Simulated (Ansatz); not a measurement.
The reference is a 12-atom supercell of WS$_{2}$ in the 2H-MoS2 type structure (space group P6_3/mmc, No. 194; a = 3.1543 Å, c = 12.1409 Å; layered, stacked along the Cartesian z axis) at its relaxed geometry.

(Cell as relaxed with PBE-D3(BJ).)

Levels (all Ansatz, a first-principles code, PAW, earlier PAW set): PBE-D3(BJ) (420 eV, spin-orbit coupling left out); PBEsol-D3(BJ) (420 eV, no SOC).

Each level relaxes its own structure.

It is then changed as follows: a neutral Re on a W site, atoms relaxed at fixed cell, starting from a slightly rattled geometry.

| quantity | PBE-D3(BJ) | PBEsol-D3(BJ) |
|---|---|---|
| pressure | -0.5 GPa | -0.9 GPa |
| largest displacement of a host atom from its site in the perfect cell | 0.10 Å | 0.08 Å |

PBE-D3(BJ)'s pressure lies 0.4 GPa above PBEsol-D3(BJ)'s. Neither level is exact; PBEsol-D3(BJ) is the comparison here, not a measurement.

Other magnetic orders, which the real material may have, were not ruled out. The cell is small, so the values are those of an ordered compound at a high defect concentration; dilute-limit values will differ. A case with no gap was solved on a k-mesh chosen for an insulator, which is coarse for it. Seeded moments were not kept for Re on a W site.
